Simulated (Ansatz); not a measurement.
## Pressure series in Hf

The parent structure is Hf in the hcp (Mg type) structure (space group P6_3/mmc, No. 194; a = 3.204 Å, c = 5.069 Å).

Cell and atoms are relaxed at each pressure.

Method: PBE (Ansatz, a first-principles code; PAW; 420 eV plane waves; no spin-orbit coupling), earlier PAW set.

| pressure (GPa) | volume per atom (Å³/atom) |
|---|---|
| -2 | 22.976 |
| -1 | 22.752 |
| 0 | 22.534 |
| 1.8 | 22.169 |
| 4.2 | 21.720 |
| 9 | ? |
| 18 | 19.708 |

Problem. Fit the third-order Birch–Murnaghan form P(V) = (3B₀/2)[(V₀/V)^(7/3) − (V₀/V)^(5/3)]·[1 + (3/4)(B₀′ − 4)((V₀/V)^(2/3) − 1)] (squares taken in P) to the rows shown and predict the withheld row.

Solution. Least squares on the printed values gives V₀ = 22.536 Å³/atom, B₀ = 107 GPa, B₀′ = 3.4; this predicts 20.924 Å³/atom, and the run gives 20.924 Å³/atom, in agreement.

Load acts through the strain it causes; cell and atoms are relaxed under it. No phonon test of stability was made. No other phases were tried under pressure. The final runs are not spin-polarised.
